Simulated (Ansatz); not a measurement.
For Sc2B2Si (model structure, started from the Ti2InB2 type, P-6m2, No. 187, 5 atoms in the cell), PBE (PAW; Ansatz, an electronic-structure program) gives:

lattice parameter a: 3.156 Å
c axis length: 7.812 Å
bulk modulus: 132 GPa
cohesive energy: 5.74 eV/atom

What does r²SCAN (Ansatz, plane waves, PAW) give for the same quantities?


- lattice constant a: 3.161 Å (goes up by 0.2 %)
- lattice parameter c: 7.783 Å (falls by 0.4 %)
- bulk modulus: 136 GPa (grows by 3.0 %)
- cohesive energy: 5.73 eV/atom (is nearly the same)

Changes are worked out from the printed values.

Unless a cell is named, each level is at its own relaxed cell (PBE 13.48, r²SCAN 13.47 Å³/atom).

The crystal itself was run without spin with PBE, r²SCAN; a magnetic state was not tried in these runs.

Caveats: the bulk modulus is −V dP/dV from two relaxed cells at ±2 % in volume (PBE, r²SCAN). Ansatz's density-functional and Hartree–Fock values are scalar-relativistic unless marked +SOC, with PAW data made under PBE.

A model structure was made by putting elements into a prototype or built by hand; it is no filed structure, need not be a known phase, and can be a saddle point held by its symmetry.
